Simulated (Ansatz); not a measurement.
**A constructed model of the (0001) surface of 4H silicon carbide, Si-terminated, (√3x√3)R30° Ga adatom at T4 (bottom of the slab: 3 H on 3 bottom sites)**

Computed with PBE (plane waves to 420 eV, PAW; Ansatz, a first-principles code).

Model: 28-atom slab, 11.0 Å thick at the start with caps and adatoms (thin: gaps and levels are the slab's own), 6x6x1 mesh, Fermi-Dirac 0.025 eV, dipole correction, 6 atoms held, the rest relaxed; start symmetry kept, larger cells not searched; no spin, no spin-orbit, no U. In PBE it is, or lies within 0.01 eV a 1x1 cell of, the lowest of the 2 structures of its composition computed so far; subsurface sites and larger cells were not tried.

The gap of the slab on its k-mesh is 1.65 eV and the highest filled level below the top vacuum level is 4.80 eV. The energy released by relaxation is 0.20 eV and the cost is around 120 core-seconds (rough).
